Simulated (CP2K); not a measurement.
Input and output of a self-consistent single point for TePb2Se (P1, 4 atoms in the cell) (CP2K).

Method: PBEsol, GPW, DZVP-MOLOPT-SR-GTH basis, GTH-PBE potentials (GTH_POTENTIALS) (CP2K 2026.2).

```
TePb2Se
1.0
    7.78041     0.00000     0.00000
    6.48242     4.30268     0.00000
    6.48242     1.95556     3.83260
Te Pb Se
1 2 1
Direct
  0.49703   0.50014   0.50321
  0.75391   0.73928   0.74052
  0.25232   0.25663   0.25605
  0.99674   0.00395   0.00021
```

Reference input (self-consistent single point, DFT LDA (Pade form), GPW, DZVP-MOLOPT-SR-GTH basis, GTH-PADE potentials (GTH_POTENTIALS)): CUTOFF = 400 Ry; REL_CUTOFF = 50 Ry; KPOINTS/SCHEME = MONKHORST-PACK 3 3 3; XC_FUNCTIONAL = PADE; Te/BASIS_SET = DZVP-MOLOPT-SR-GTH; Te/POTENTIAL = GTH-PADE-q6; Pb/BASIS_SET = DZVP-MOLOPT-SR-GTH; Pb/POTENTIAL = GTH-PADE-q4; Se/BASIS_SET = DZVP-MOLOPT-SR-GTH; Se/POTENTIAL = GTH-PADE-q6; METHOD = GPW; EPS_DEFAULT = 1e-11. This run's input differs from it in these lines:

```diff
@@ -39,3 +39,6 @@
     &XC
-      &XC_FUNCTIONAL PADE
+      &XC_FUNCTIONAL
+        &PBE
+          PARAMETRIZATION PBESOL
+        &END PBE
       &END XC_FUNCTIONAL
@@ -72,3 +75,3 @@
       BASIS_SET DZVP-MOLOPT-SR-GTH
-      POTENTIAL GTH-PADE-q6
+      POTENTIAL GTH-PBE-q6
     &END KIND
@@ -76,3 +79,3 @@
       BASIS_SET DZVP-MOLOPT-SR-GTH
-      POTENTIAL GTH-PADE-q4
+      POTENTIAL GTH-PBE-q4
     &END KIND
@@ -80,3 +83,3 @@
       BASIS_SET DZVP-MOLOPT-SR-GTH
-      POTENTIAL GTH-PADE-q6
+      POTENTIAL GTH-PBE-q6
     &END KIND
```

The program printed (abridged):

```
 SCF WAVEFUNCTION OPTIMIZATION

  Step     Update method      Time    Convergence         Total energy    Change
     1 NoMix/Diag. 0.40E+00      -     2.03738681       -24.7652159015 -2.48E+01
     2 Broy./Diag. 0.40E+00      -     0.04688981       -24.5476679585  2.18E-01
     3 Broy./Diag. 0.40E+00      -     0.12506728       -24.6511153966 -1.03E-01
     4 Broy./Diag. 0.40E+00      -     0.01317788       -24.8356787867 -1.85E-01
     5 Broy./Diag. 0.40E+00      -     0.00815532       -24.7869046243  4.88E-02
     6 Broy./Diag. 0.40E+00      -     0.00181629       -24.7690846037  1.78E-02
   [... 6 lines left out ...]
    13 Broy./Diag. 0.40E+00      -     0.00001279       -24.7547522792 -1.47E-05
    14 Broy./Diag. 0.40E+00      -     0.00000275       -24.7547635668 -1.13E-05
    15 Broy./Diag. 0.40E+00      -     0.00000120       -24.7547660588 -2.49E-06
    16 Broy./Diag. 0.40E+00      -     0.00000022       -24.7547668602 -8.01E-07
  *** SCF run converged in    16 steps ***

  Overlap energy of the core charge distribution:               0.00000000001458
  Self energy of the core charge distribution:                -52.19283796865764
  Core Hamiltonian energy:                                     10.85285031066001
  Hartree energy:                                              22.37513507917646
  Exchange-correlation energy:                                 -5.78991428136365

  Total energy:                                               -24.75476686017025

 ENERGY| Total FORCE_EVAL ( QS ) energy [hartree]            -24.754766846502260

 FORCES| Atomic forces [hartree/bohr]
 FORCES|   Atom     x               y               z               |f|
 FORCES|      1  3.91919985E-04  2.94644512E-04 -5.39639908E-04   7.29128174E-04
   [... lines left out ...]

 STRESS| Analytical stress tensor [bar]
 STRESS|                        x                   y                   z
 STRESS|      x       -9.37878327500E+03  -2.57570039701E+03  -1.57135356253E+03
 STRESS|      y       -2.57570039701E+03  -3.01532847596E+03  -1.02681927540E+02
 STRESS|      z       -1.57135356253E+03  -1.02681927540E+02  -2.85379560180E+03
 STRESS| 1/3 Trace                                            -5.08263578425E+03
```

The run converged in 16 iterations. Against the reference run the pressure goes from -3.81 to -0.51 GPa, the largest force goes from 0.076 to 0.070 eV/Å and the gap on the mesh moves little (0.563 to 0.569 eV).

The starting cell comes from a database of computed structures (which also holds hypothetical and non-ambient phases and stackings), without a prior relaxation at this level. Its atoms were displaced at random from the sites of space group no. 166. Spin-orbit coupling is off. Values carry the incompleteness of an atom-centred basis. The potentials were made for another functional than the one used.

Cost on one core of a shared machine: roughly 80 s.
